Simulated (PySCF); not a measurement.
PySCF 2.14.0, WB97X/def2-svp: selenium dioxide (O=[Se]=O), 3 atoms. The geometry is a generated start, not checked to be a minimum at this level.

- task: energy
- method: wb97x
- basis: def2-svp
- mol.max_memory: 7000 MB
- mf.init_guess: minao (default)
- mf.DIIS: CDIIS (default)
- mf.diis_space: 8 (default)
- mf.conv_tol: 1e-09 (default)
- mf.grids.level: 3 (default)
- basis functions (reference run): 60
- grid points (reference run): 48592

```xyz
3

O     -1.2516    -0.3966     0.0218
Se    -0.0455     0.6030    -0.0107
O      1.2971    -0.2064    -0.0111
```

The reference run uses exact four-centre integrals. Each setting ran once; only counts and results are compared.

Settings tried, all else as in the reference:
- COSX exchange (sgx_fit, pjs) with fitted J, mf.with_df.grids_level_i = 1, mf.with_df.grids_level_f = 3
- density fitting
- COSX exchange (sgx_fit, pjs) with fitted J, mf.with_df.grids_level_i = 1, mf.with_df.grids_level_f = 2 (default)
- density fitting of J alone, exact K
- COSX exchange (sgx_fit, pjs) with fitted J, mf.with_df.grids_level_i = 1, mf.with_df.grids_level_f = 1
- COSX exchange (sgx_fit, pjs) with fitted J, mf.with_df.grids_level_i = 1, mf.with_df.grids_level_f = 4
- density fitting, auxbasis = def2-universal-jfit
- density fitting, auxbasis = autoaux

Question: Sort the settings: which keep to the reference within 0.10 meV/atom in energy, and which don't?

Answer: Within it: density fitting, auxbasis = autoaux; density fitting. Outside: density fitting of J alone, exact K; COSX exchange (sgx_fit, pjs) with fitted J, mf.with_df.grids_level_i = 1, mf.with_df.grids_level_f = 4; COSX exchange (sgx_fit, pjs) with fitted J, mf.with_df.grids_level_i = 1, mf.with_df.grids_level_f = 3; COSX exchange (sgx_fit, pjs) with fitted J, mf.with_df.grids_level_i = 1, mf.with_df.grids_level_f = 2 (default); COSX exchange (sgx_fit, pjs) with fitted J, mf.with_df.grids_level_i = 1, mf.with_df.grids_level_f = 1; density fitting, auxbasis = def2-universal-jfit.

```
setting                                                                                                           energy against the reference
----------------------------------------------------------------------------------------------------------------  ----------------------------
density fitting, auxbasis = autoaux                                                                                           −0.0032 meV/atom
density fitting                                                                                                                −0.030 meV/atom
density fitting of J alone, exact K                                                                                             −0.37 meV/atom
COSX exchange (sgx_fit, pjs) with fitted J, mf.with_df.grids_level_i = 1, mf.with_df.grids_level_f = 4                          −0.38 meV/atom
COSX exchange (sgx_fit, pjs) with fitted J, mf.with_df.grids_level_i = 1, mf.with_df.grids_level_f = 3                          −0.40 meV/atom
COSX exchange (sgx_fit, pjs) with fitted J, mf.with_df.grids_level_i = 1, mf.with_df.grids_level_f = 2 (default)                −0.45 meV/atom
COSX exchange (sgx_fit, pjs) with fitted J, mf.with_df.grids_level_i = 1, mf.with_df.grids_level_f = 1                          −0.59 meV/atom
density fitting, auxbasis = def2-universal-jfit                                                                                +33000 meV/atom
```

Total energies are compared; such shifts often cancel in part in energy differences. sgx_fit (COSX, pjs=True) fits J as well, so its difference is the sum of the grid's shift in exchange and the fit's in Coulomb. def2-universal-jfit is made for Coulomb alone and misses functions that exchange needs. Also tried and not ranked: density fitting, auxbasis = def2-universal-jkfit (same energy as a listed run). The tolerance is a choice made for this comparison.
